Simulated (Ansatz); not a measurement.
**P, response to strain**

Consider P (space group R-3m, No. 166; a = 3.440 Å, c = 8.787 Å (hexagonal axes); a cell from a computed database, its experimental status unchecked; relaxed with 0.1 eV smearing). Axes: x lies along a and z along c of the hexagonal cell.

Strains are applied to the cell and any free atomic positions relax; under biaxial strain the out-of-plane vector relaxes too.

Calculations: PBEsol (Ansatz, a program for electronic structure), no spin-orbit coupling.

Notes on the quantities. pressure: mean of the normal stresses, compression positive; energy relative to the base: free energy F.

```tsv
case	pressure	energy relative to the base	volume per atom
base	0.0 GPa	0 meV/atom	15.01 Å³
biaxial strain −1.10 %, plane normal [001], relaxed out of plane	1.7 GPa	+2.6 meV/atom	14.80 Å³
biaxial strain +0.91 %, plane normal [001], relaxed out of plane	-1.4 GPa	+1.8 meV/atom	15.21 Å³
biaxial strain +2.01 %, plane normal [001], relaxed out of plane	[?]	[?]	[?]
isotropic strain −2.22 %	4.9 GPa	+16 meV/atom	14.03 Å³
isotropic strain +1.30 %	-2.8 GPa	+5.3 meV/atom	15.60 Å³
isotropic strain +2.19 %	-4.5 GPa	+15 meV/atom	16.02 Å³
```

Q: Some entries are withheld; estimate them.

A: 
- biaxial strain +2.01 %, plane normal [001], relaxed out of plane, pressure: -3.1 GPa
- biaxial strain +2.01 %, plane normal [001], relaxed out of plane, energy relative to the base: +8.8 meV/atom
- biaxial strain +2.01 %, plane normal [001], relaxed out of plane, volume per atom: 15.46 Å³

No phonon test of stability was made. This is not the structure that P has at room temperature and ambient pressure.
